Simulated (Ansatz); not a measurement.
Formation energy of the localised charge states of H interstitial in diamond (start: void with 4C nearest; 216-site cell, Γ-point sampling) against the Fermi level, host crystal and elements as references (Δμ(H) = 0.00 eV; H taken from its element, since no compound that bounds it was computed at this level; only phases computed here count, gases as isolated molecules at 0 K). The numbers are results of HSE06 on PBE geometries, PAW (plane waves to 420 eV; Ansatz, a program for electronic structure), not measurements.

Charges with a result: +1, 0, −1. Others weren't obtained, and one of them could lie lower, also by skipping a charge.

Set-up: 216-site cell; Γ-point k-points; host gap 5.29 eV; charged states image-corrected; finite-size errors of tenths of an eV; flagged in the runs: zone-centre sampling.

| E_F − E_VBM (eV) | q = +1 | q = 0 | q = −1 |
|---|---|---|---|
| 0.00 | 3.41 | 4.84 | 8.60 |
| 0.66 | 4.07 | 4.84 | 7.94 |
| 1.32 | 4.73 | 4.84 | 7.28 |
| 1.98 | 5.39 | 4.84 | 6.61 |
| 2.64 | 6.05 | 4.84 | 5.95 |
| 3.31 | 6.71 | 4.84 | 5.29 |
| 3.97 | 7.37 | 4.84 | 4.63 |
| 4.63 | 8.03 | 4.84 | 3.97 |
| 5.29 | 8.70 | 4.84 | 3.31 |

Crossings of the lowest lines: (+1/0) at 1.44 eV; (0/−1) at 3.76 eV.
